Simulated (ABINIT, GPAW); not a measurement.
An ABINIT input for a self-consistent single point of BeS (F-43m, 2 atoms in the cell) (DFT, PBE, plane waves, PAW (JTH v2.0 PBE PAW)):

```
# BeS, JTH v2.0 PBE PAW
pp_dirpath "./"
pseudos "Be.GGA_PBE-JTH.xml, S.GGA_PBE-JTH.xml"
acell 6.2750411986 6.2750411986 6.2750411986
rprim
        -0.0000000000    0.7071067812    0.7071067812
         0.7071067812   -0.0000000000    0.7071067812
         0.7071067812    0.7071067812   -0.0000000000
natom 2
ntypat 2
znucl 4 16
typat 1 2
xcart
         0.0000000000    0.0000000000    0.0000000000
         3.5220375000    3.5220375000    3.5220375000
      Angstrom
ecut 21
pawecutdg 42
pawxcdev 0
ixc 11
occopt 1
nband 9
kptopt 1
ngkpt 8 8 8
nshiftk 1
shiftk 0 0 0
nstep 50
tolvrs 1.0e-10
diemac 12
prtwf 0
prtden 0
enunit 2
```

Write the same calculation as an input for GPAW.

One input that does it (others would too):

```python
from ase import Atoms
from ase.units import GPa
from gpaw import GPAW, PW

atoms = Atoms(['Be', 'S'],
              cell=[[0.000000, 2.348025, 2.348025],
                    [2.348025, 0.000000, 2.348025],
                    [2.348025, 2.348025, 0.000000]],
              scaled_positions=[[0.000000, 0.000000, 0.000000],
                                [0.750000, 0.750000, 0.750000]],
              pbc=True)

calc = GPAW(mode=PW(800),
            xc='PBE',
            kpts={'size': (8, 8, 8), 'gamma': True},
            occupations={'name': 'fixed-uniform'},
            nbands=-8,
            convergence={'forces': 0.001, 'bands': -6},
            symmetry={'symmorphic': False, 'tolerance': 0.0005},
            maxiter=120,
            txt='-')

atoms.calc = calc

energy = atoms.get_potential_energy()
print('Energy (eV):', round(energy, 6))
forces = atoms.get_forces()
print('Forces (eV/Ang):')
print(forces.round(5))
stress = atoms.get_stress()
print('Stress (GPa, Voigt):', (stress / GPa).round(4))
```

Basis settings and potentials, where a program has them, do not carry over. This input uses DFT PBE, plane waves, GPAW PAW datasets PBE (gpaw-data 1.0.1). Both were run: pressure 12.80 GPa in ABINIT and 13.99 in GPAW; gap on the mesh 2.869 eV in ABINIT and 2.860 in GPAW.

On ABINIT: the starting cell comes from a database of computed structures (which also holds hypothetical and non-ambient phases and stackings), without a prior relaxation at this level. Its lattice was rescaled by a random factor within 2.5 % of one. For this run, on top of that: lattice scaled by 0.98. With a pressure of about 13 GPa the cell is away from its equilibrium volume at this level.

On GPAW: the starting cell comes from a database of computed structures (which also holds hypothetical and non-ambient phases and stackings), without a prior relaxation at this level. Its lattice was rescaled by a random factor within 2.5 % of one. For this run, on top of that: lattice scaled by 0.98. With a pressure of about 14 GPa the cell is away from its equilibrium volume at this level.
